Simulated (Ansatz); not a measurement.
## ZnS: response to strain

Consider ZnS in the wurtzite structure (space group P6_3mc, No. 186; a = 3.7822 Å, c = 6.2077 Å). Axes: x lies along a and z along c of the hexagonal cell.

Strains are applied to the cell and any free atomic positions relax.

Method: PBEsol (Ansatz, a program for electronic structure, PAW, scalar-relativistic without spin-orbit coupling).

Notes on the quantities. pressure: mean of the normal stresses, compression positive.

```csv
change,volume per atom,electron mass,pressure
base,19.23 Å³,"0.16 mₑ along c, 0.18 mₑ across (at Γ)",0.0 kbar
uniaxial strain ε_zz = +0.60 %,19.34 Å³,"0.15 mₑ along z, 0.18 mₑ across (at Γ)",(withheld)
uniaxial strain ε_zz = +1.20 %,19.46 Å³,"0.15 mₑ along z, 0.18 mₑ across (at Γ)",(withheld)
uniaxial strain ε_zz = +1.80 %,19.57 Å³,"0.15 mₑ along z, 0.18 mₑ across (at Γ)",(withheld)
uniaxial strain ε_zz = +2.40 %,19.69 Å³,"0.14 mₑ along z, 0.18 mₑ across (at Γ)",(withheld)
uniaxial strain ε_zz = +3.00 %,19.80 Å³,"0.14 mₑ along z, 0.18 mₑ across (at Γ)",-22.3 kbar
```

Question: Fill in the withheld entries from the trend.

Answer: 
- uniaxial strain ε_zz = +0.60 %, pressure: -4.8 kbar
- uniaxial strain ε_zz = +1.20 %, pressure: -9.4 kbar
- uniaxial strain ε_zz = +1.80 %, pressure: -13.9 kbar
- uniaxial strain ε_zz = +2.40 %, pressure: -18.2 kbar

The levels and masses belong to the bands next to the band gap. Effective masses come from finite differences of ±0.01 Å⁻¹. Stability against distortions was not tested.
